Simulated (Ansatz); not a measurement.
Cs2GeF6 (Fm-3m, No. 225, 9 atoms in the cell; start COD 1010286), treated with LDA in Ansatz (plane waves, PAW).

Run with plane-wave cutoff 520 eV, 8×8×8 k mesh, Fermi–Dirac smearing 0.01 eV, scalar-relativistic PAW data made under PBE.

Cell (relaxed at this level):

```cif
data_Cs2F6Ge
_chemical_formula_sum 'Cs2 Ge1 F6'
_space_group_name_H-M_alt 'P 1'
_space_group_IT_number 1
_cell_length_a 6.13110
_cell_length_b 6.13110
_cell_length_c 6.13110
_cell_angle_alpha 60.000
_cell_angle_beta 60.000
_cell_angle_gamma 60.000
loop_
_space_group_symop_operation_xyz
  'x, y, z'
loop_
_atom_site_label
_atom_site_type_symbol
_atom_site_fract_x
_atom_site_fract_y
_atom_site_fract_z
_atom_site_occupancy
Cs1 Cs 0.75000 0.75000 0.75000 1
Cs2 Cs 0.25000 0.25000 0.25000 1
Ge1 Ge 0.00000 0.00000 0.00000 1
F1 F 0.79239 0.79239 0.20761 1
F2 F 0.20761 0.20761 0.79239 1
F3 F 0.79239 0.20761 0.79239 1
F4 F 0.20761 0.79239 0.20761 1
F5 F 0.20761 0.79239 0.79239 1
F6 F 0.79239 0.20761 0.20761 1
```

Estimate the band gap and bulk modulus that the calculation returns.


- band gap: 6.52 eV (on the SCF k mesh)
- bulk modulus: 24.5 GPa

Note: the relaxation could not lower the start's symmetry, so the cell can be a saddle point above a distorted one; the bulk modulus is −V dP/dV from two relaxed cells at ±2 % in volume.

Spin–orbit coupling is not included.

The computed numbers hold no vibrational or temperature effects.

Ansatz is an electronic-structure program.
